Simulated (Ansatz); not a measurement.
Hypothetical anatase PbF2, response to strain

The reference is PbF2 in the anatase structure (space group I4_1/amd, No. 141; a = 4.722 Å, c = 13.053 Å; a hypothetical phase, not in the database extracts checked). Axes: x, y, z lie along a, b, c of the conventional cell.

Strains are applied to the cell and any free atomic positions relax; under biaxial strain the out-of-plane vector relaxes too.

Levels (all Ansatz, an electronic-structure program, PAW): PBE (420 eV, spin-orbit coupling left out); PBEsol (420 eV, no SOC).

The base cell above is that of PBE; each level relaxes its own structures.

Notes on the quantities. energy relative to the base: free energy F.

```tsv
case	energy relative to the base, PBE	energy relative to the base, PBEsol
biaxial strain −3.35 %, plane normal [001], relaxed out of plane	+8.7 meV/atom	+8.8 meV/atom
biaxial strain −0.90 %, plane normal [001], relaxed out of plane	+0.6 meV/atom	+0.6 meV/atom
biaxial strain +0.92 %, plane normal [001], relaxed out of plane	+0.7 meV/atom	+0.7 meV/atom
biaxial strain +3.11 %, plane normal [001], relaxed out of plane	+7.6 meV/atom	+7.8 meV/atom
isotropic strain −0.88 %	+2.5 meV/atom	+2.6 meV/atom
isotropic strain +3.96 %	+42 meV/atom	+44 meV/atom
strain tensor (xx, yy, zz, yz, xz, xy) = (+1.93, −0.04, −0.29, +1.81, −1.43, −0.62) %	+1.4 meV/atom	+1.3 meV/atom
strain tensor (xx, yy, zz, yz, xz, xy) = (+1.00, +1.41, +0.51, +0.46, −0.42, +1.12) %	+3.0 meV/atom	+3.2 meV/atom
```

The two levels differ by at most about 2.8 meV/atom. They put the cases in the same order.

No phonon test of stability was made.
